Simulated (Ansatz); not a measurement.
The starting structures come from a database of crystals and need not be the phases stable at ambient conditions.

By PBEsol, the system below comes out a metal.

A figure of merit of an interconnect metal is its ballistic conductance per area.

Given:

```yaml
crystal:
  lattice:
    - [4.88002, 0.00000, 0.00000]
    - [0.00000, 5.27364, 0.00000]
    - [2.44001, 0.00000, 4.55752]
  atoms:
    - { symbol: Si, position: [0.50000, 0.76863, 0.00000] }
    - { symbol: Si, position: [0.50000, 0.23137, 0.00000] }
    - { symbol: Si, position: [0.00000, 0.26863, 0.00000] }
    - { symbol: Si, position: [0.00000, 0.73137, 0.00000] }
    - { symbol: Si, position: [0.27024, 0.50000, 0.45952] }
    - { symbol: Si, position: [0.72976, 0.50000, 0.54048] }
    - { symbol: Si, position: [0.22976, 0.00000, 0.54048] }
    - { symbol: Si, position: [0.77024, 0.00000, 0.45952] }
```

Space group of this cell: Fmmm. The cell was relaxed by PBE-D3(BJ); by PBEsol its mean pressure is 2.0 GPa.

The current flows along the normal of the first two printed cell vectors. No spin-orbit coupling; the value is a mean over 0.1 eV about the Fermi level.

Question: Compute, with Ansatz (an electronic-structure program) with PBEsol, the ballistic conductance per area.

Answer: 1.1 × 10¹⁵ S/m² for both spins.
